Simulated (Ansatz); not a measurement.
# EuO: response to strain

The reference is EuO in the rock salt structure (space group Fm-3m, No. 225; a = 4.965 Å; ferromagnetic; relaxed with 0.1 eV smearing). Axes: x, y, z lie along the cube axes.

Strains are applied to the cell and any free atomic positions relax; under biaxial strain the out-of-plane vector relaxes too.

The values are results of Kohn–Sham DFT with the PBEsol functional, run in Ansatz (an electronic-structure program) with PAW and 420 eV plane waves, spin-orbit coupling left out, not measurements.

Candidates:
(a) biaxial strain −4.00 %, plane normal [001], relaxed out of plane
(b) uniaxial strain ε_zz = +4.54 %
(c) isotropic strain +3.94 %
(d) strain tensor (xx, yy, zz, yz, xz, xy) = (−2.10, +0.34, +0.00, −0.13, −0.94, +0.17) %
(e) uniaxial strain ε_xx = −4.92 %

Notes on the quantities. energy relative to the base: free energy F.

**Question.** Order them by energy relative to the base, lowest first.

**Answer.** (d) strain tensor (xx, yy, zz, yz, xz, xy) = (−2.10, +0.34, +0.00, −0.13, −0.94, +0.17) % (+6.5 meV/atom), (b) uniaxial strain ε_zz = +4.54 % (+20 meV/atom), (e) uniaxial strain ε_xx = −4.92 % (+35 meV/atom), (a) biaxial strain −4.00 %, plane normal [001], relaxed out of plane (+49 meV/atom), (c) isotropic strain +3.94 % (+65 meV/atom)

Other magnetic orders, which the real material may have, were not ruled out. The state of the 4f shell was not checked for lower solutions. No phonon test of stability was made. No Hubbard U is applied, and correlation can decide whether such a compound is a metal.
